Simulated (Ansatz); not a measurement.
## TiAs in the CsCl type structure (space group Pm-3m, No. 221; a hypothetical phase, not in the database extracts checked)

```cif
data_AsTi
_chemical_formula_sum 'Ti1 As1'
_space_group_name_H-M_alt 'P 1'
_space_group_IT_number 1
_cell_length_a 3.18222
_cell_length_b 3.18222
_cell_length_c 3.18222
_cell_angle_alpha 90.000
_cell_angle_beta 90.000
_cell_angle_gamma 90.000
loop_
_space_group_symop_operation_xyz
  'x, y, z'
loop_
_atom_site_label
_atom_site_type_symbol
_atom_site_fract_x
_atom_site_fract_y
_atom_site_fract_z
_atom_site_occupancy
Ti1 Ti 0.00000 0.00000 0.00000 1
As1 As 0.50000 0.50000 0.50000 1
```

Level of theory: Kohn–Sham DFT with the r2SCAN functional, run in Ansatz (a quantum-chemistry and plane-wave program) with PAW and 500 eV plane waves, without spin-orbit coupling. k-mesh 15×15×15 (Γ-centred); smearing 0.05 eV (Fermi–Dirac).

| Quantity | Result |
|---|---|
| Volume per atom | 16.11 Å³ |
| Density | 6.33 g/cm³ |
| Band gap | zero |
| Total energy | -3685.089 eV/atom (σ→0; compares only within this code and set-up) |

Stability against distortions was not tested. The final runs are not spin-polarised. An odd electron count without spin: TiAs. TiAs has a high density of states at the Fermi level and may be magnetic at this level.
